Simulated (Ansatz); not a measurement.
Start from CdSe in the zinc blende structure (space group F-43m, No. 216; a = 6.007 Å). Axes: x, y, z lie along the cube axes.

Computed with LDA in Ansatz (plane waves to 420 eV, PAW, spin-orbit coupling left out).

For the base:

| Quantity | Value |
|---|---|
| Valence-band top at Γ | 0.00, 0.00, 0.00 eV |
| Pressure | 0.00 GPa |

The change: a pure shear with ε_xy = ε_yx = 0.0086; the atoms relax in the strained cell.

### Question
Predict the new largest internal atomic displacement.

### Answer
The largest internal atomic displacement amounts to 0.011 Å.

### Question
Estimate the effect on the valence-band top at Γ.

### Answer
The valence-band top at Γ (three highest levels, from the VBM) goes from 0.00, 0.00, 0.00 eV to 0.00, -0.04, -0.08 eV.

### Question
What happens to the pressure?

### Answer
The pressure (mean of the normal stresses, compression positive) is still 0.00 GPa.

The levels and masses belong to the bands next to the band gap. Whether these cells are dynamically stable was not tested.

Ansatz is an electronic-structure program.
